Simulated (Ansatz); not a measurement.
# Worked example: self-consistent single point of CaSiAu (P3m1, 3 atoms in the cell) in Ansatz

Level of theory: LDA (PW92), default PAW files made with PBE (plane waves; Ansatz, a first-principles code).

Input:

Ansatz 0.2 input:
```yaml
# CaSiAu
crystal:
  lattice:
    - [4.30595200, 0.00000000, 0.00000000]
    - [-2.15297600, 3.72906400, 0.00000000]
    - [0.00000000, 0.00000000, 3.92278800]
  atoms:
    - { symbol: Ca, position: [0.00000000, 0.00000000, 0.01274600] }
    - { symbol: Si, position: [0.66666700, 0.33333300, 0.50000000] }
    - { symbol: Au, position: [0.33333300, 0.66666700, 0.50000000] }
basis:
  ecutwfc: 420.0
kpoints:
  mp_grid: { grid: [9, 9, 9] }
hamiltonian:
  xc: lda
  pseudopotentials: { kind: paw }
scf:
  occupations: { method: fermi_dirac, width: 0.1 }
output:
  forces: true
  eigenvalues: true
  stress: true
```

The program printed (abridged):

```
WARN the atoms were moved onto the symmetric positions of the space group found under crystal.symmetry.tolerance 1.0e-5 (fractional …
WARN ansatz: RAYON_NUM_THREADS=1 ignored (pool sized by the plan → 1); use --threads N
Pseudopotentials: kind: paw
Pseudopotential: Ca, paw, valence charge 10
Pseudopotential: Si, paw, valence charge 4
Pseudopotential: Au, paw, valence charge 19
Crystal: 3 atoms, lattice volume = 62.989 Å³
Basis set: ecut = 420 eV, 1207 PW (Γ)
Bands: 21, of which v1, the nominal top of the filled ones, is band 17 counted from 1 (16 counted from 0)
Symmetry: 6 space group operations
Space group: P3m1 (ITA 156), of the structure as read, at distance tolerance 4.0e-5 Å
k-points: 88 of 729 (time reversal used)
PAW frozen core: Ca, regenerated for the run's functional, and the local potential with it
PAW frozen core: Si, regenerated for the run's functional, and the local potential with it
PAW frozen core: Au, regenerated for the run's functional, and the local potential with it
Initial density: superposition of atomic densities (neutral atoms: chi_scale 0, normalization atom), corrected by the library's trained network
Initial wavefunctions: pseudopotential atomic-orbital guess
Eigensolver: davidson
Functional: x = slater, c = lda
SCF iter   1: F=—  HF=-15248.388815 eV  |F-HF|=—  |Δ(HF+E_count)|=         —  Δρ=5.22e-3  dr2=1.08e-2  ethr=1.77e-3  ⟨swp⟩=6.4  Hψ=9729  notcnv=0
all-band conjugate gradients solve this SCF's bands
preconditioner: auto → Kerker (q_TF=auto, 2.450 Å⁻¹)
SCF iter   2: F=—  HF=-15248.387568 eV  |F-HF|=—  |Δ(HF+E_count)|=   1.25e-3  Δρ=2.99e-3  dr2=4.36e-3  ethr=3.28e-5  ⟨swp⟩=1.5  Hψ=2661  notcnv=0
SCF iter   3: F=—  HF=-15248.386880 eV  |F-HF|=—  |Δ(HF+E_count)|=   6.88e-4  Δρ=9.35e-4  dr2=7.34e-4  ethr=1.32e-5  ⟨swp⟩=2.0  Hψ=2952  notcnv=0
SCF iter   4: F=—  HF=-15248.386736 eV  |F-HF|=—  |Δ(HF+E_count)|=   1.44e-4  Δρ=2.60e-4  dr2=4.98e-5  ethr=2.22e-6  ⟨swp⟩=2.3  Hψ=2785  notcnv=0
SCF iter   5: F=—  HF=-15248.386729 eV  |F-HF|=—  |Δ(HF+E_count)|=   7.11e-6  Δρ=8.01e-5  dr2=7.20e-6  ethr=1.51e-7  ⟨swp⟩=1.0  Hψ=1864  notcnv=0
SCF iter   6: F=—  HF=-15248.386728 eV  |F-HF|=—  |Δ(HF+E_count)|=   1.34e-6  Δρ=2.61e-5  dr2=6.68e-7  ethr=2.18e-8  ⟨swp⟩=2.5  Hψ=2660  notcnv=0
SCF iter   7: F=-15248.386727 eV  HF=-15248.386727 eV  |F-HF|=3.57e-8  |Δ(HF+E_count)|=   1.44e-7  Δρ=7.20e-6  dr2=4.95e-8  ethr=3.03e-10  ⟨swp⟩=6.0  Hψ=8520  notcnv=0
SCF 1 converged in 7 iterations: F = -15248.386727 eV  dr2 = 4.95e-8
SCF converged after 7 iterations
Free energy (F): -15248.386727 eV
Harris-Foulkes:  -15248.386727 eV  (|F-HF|=3.57e-8)
Internal energy: -15248.337466 eV  (E = F + TS)
E sigma→0 (E₀):  -15248.362097 eV
Entropy (-TS):   -0.049261 eV (-16.420 meV/atom)
Fermi energy:    10.965727 eV
--- Per-component energies (eV) ---
  E_band       = -487.197920
  E_kinetic    = 923.240058
  E_local      = -3425.054423  (includes V_loc(G=0)·N_el)
  E_nonlocal   = 171.010537
  E_hartree    = 1385.776115
  E_xc         = -418.349826
  E_vxc        = -494.266036  (∫ρ·V_xc dr)
  E_paw        = -10723.883077  (= ΣΔE_a)
  E_vpaw       = -433.668414  (= ΣTr[D̂ρ^β])
  E_aug_tail   = 0.001277  (compensation charges beyond the density's cutoff)
  E_ewald      = -3161.968341
  E_core_change = 0.890214  (= ΣΔE_core)
  E_smearing   = -0.049261  (= −TS)
  E_closure    = -0.000000  (closes the sum)
  Σ components = -15248.386727   (vs F -15248.386727, Δ=0.00e0)
--- Forces (eV/Å), atoms counted from 1 ---
  atom   1  Ca    -0.00000000     0.00000000    -0.17391320
  atom   2  Si     0.00000000     0.00000000     0.08809804
  atom   3  Au     0.00000000    -0.00000000     0.08579933
  max |Σ_I F_I| component: 1.58e-5 eV/Å
--- Stress (GPa, compression-positive) ---
       -3.834618       0.000000      -0.000000
        0.000000      -3.834618      -0.000000
       -0.000000      -0.000000      -2.586324
  P = ⅓ Tr σ = -3.4185 GPa (-34.185 kbar)
  The stress holds the Pulay correction. Without it, at fixed plane waves, as pw.x and ABINIT print it: P = -3.4428 GPa
--- Band table (eV; the first three rows and the last of 88) ---
  k-point 0: bands = ["-95.5569", "-46.8981", "-46.8981", "-46.7428", "-29.3455", "-10.6190", "-10.6190", "-10.5964", "1.0769", "5.0154", "5.0154", "5.7317", "6.2781", "6.2781", "11.2754", "11.4824", "11.4824", "11.8578", "13.6773", "15.0046", "15.0046"]
  k-point 1: bands = ["-95.5569", "-46.8980", "-46.8980", "-46.7430", "-29.3448", "-10.6178", "-10.6178", "-10.6094", "1.1597", "5.0094", "5.0094", "5.8012", "6.2490", "6.2490", "10.5750", "11.5953", "11.5953", "12.0839", "13.9652", "14.6162", "14.6162"]
  k-point 2: bands = ["-95.5569", "-46.8980", "-46.8980", "-46.7435", "-29.3430", "-10.6421", "-10.6149", "-10.6149", "1.3822", "4.9956", "4.9956", "6.0000", "6.1748", "6.1748", "9.3945", "11.9211", "11.9211", "12.4800", "14.1458", "14.1458", "14.4401"]
  k-point 87: bands = ["-95.5569", "-46.8985", "-46.8984", "-46.7443", "-29.3366", "-10.6801", "-10.6491", "-10.6422", "3.0732", "5.2149", "5.6278", "5.6944", "5.8530", "7.1758", "7.2700", "8.6610", "9.9793", "11.0225", "15.1047", "15.6175", "15.6287"]
```

The run converged in 7 iterations.

The starting cell comes from a database of computed structures (which also holds hypothetical and non-ambient phases and stackings), without a prior relaxation at this level. Its lattice was rescaled by up to half a per cent. One atom was moved a little off its site on purpose. Spin-orbit coupling is off. With a pressure of about -3 GPa the cell is away from its equilibrium volume at this level. Ansatz's pressure includes its estimate of the finite-basis (Pulay) stress.
